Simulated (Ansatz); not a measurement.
Several settings converged on LaAs (Fm-3m, 2 atoms in the cell)

```xyz
2
Lattice="0.0000 3.1146 3.1146 3.1146 0.0000 3.1146 3.1146 3.1146 0.0000" Properties=species:S:1:pos:R:3 pbc="T T T"
La     0.0000     0.0000     0.0000
As     3.1146     3.1146     3.1146
```

Base method: LDA (PW92), default PAW files made with PBE (plane waves; Ansatz, a program for electronic structure).

Base settings: basis.ecutwfc = 420 eV; kpoints.mp_grid.grid = 9 9 9; hamiltonian.xc = lda; hamiltonian.pseudopotentials = {kind: paw} (the program's default PAW files); scf.occupations.method = gaussian; scf.occupations.width = 0.1 eV.

Core times come from one kind of shared machine, to one figure; runs under 30 s give none.

**Zone-centre phonons against the mesh**

In this ladder: phonons.method = dfpt.

Frequencies are those of the unrelaxed cell, without the LO-TO term of polar crystals.

Only quantities that move along the ladder and can be compared are tabulated.

| kpoints.mp_grid.grid | highest zone-centre frequency (cm⁻¹) | core time / last (rough) |
|---|---|---|
| 3 3 3 | 0.0 | – |
| 4 4 4 | 100.2 | – |
| 5 5 5 | 75.6 | – |
| 6 6 6 | 100.2 | – |
| 7 7 7 | 95.8 | – |
| 11 11 11 | 106.7 | 0.1 |
| 14 14 14 | 107.0 | 0.2 |
| 17 17 17 | 106.5 | 0.4 |
| 21 21 21 | 106.1 | 1 |

Coarsest kpoints.mp_grid.grid that holds the highest zone-centre frequency within 5 cm⁻¹ of the last step, with all finer ones: 11 11 11, at about 0.1 of the last step's time; the step before is off by 10 cm⁻¹.

**The q mesh of the phonons**

In this ladder: kpoints.mp_grid.grid = 12 12 12; phonons.method = dfpt.

Only quantities that move along the ladder and can be compared are tabulated.

Thermal sums run over frequencies interpolated from this q mesh.

```csv
phonons.qmesh,zero-point energy (meV/atom),vibrational free energy at 300 K (meV/atom),core time / last (rough)
1 1 1,13.58,-84.50,0.04
2 2 2,20.11,-52.21,0.2
3 3 3,20.42,-52.19,1
```

Coarsest phonons.qmesh that holds the vibrational free energy at 300 K within 1 meV/atom of the last step, with all finer ones: 2 2 2, at about 0.2 of the last step's time; the step before is off by 32 meV/atom.

Coarsest phonons.qmesh that holds the zero-point energy within 1 meV/atom of the last step, with all finer ones: 2 2 2, at about 0.2 of the last step's time; the step before is off by 6.8 meV/atom.

On the base run: the starting cell comes from a database of computed structures (which also holds hypothetical and non-ambient phases and stackings), without a prior relaxation at this level. Its lattice was rescaled by up to half a per cent. In the base run, with a pressure of about -5 GPa the cell is away from its equilibrium volume at this level.

Keys are those of Ansatz 0.2.
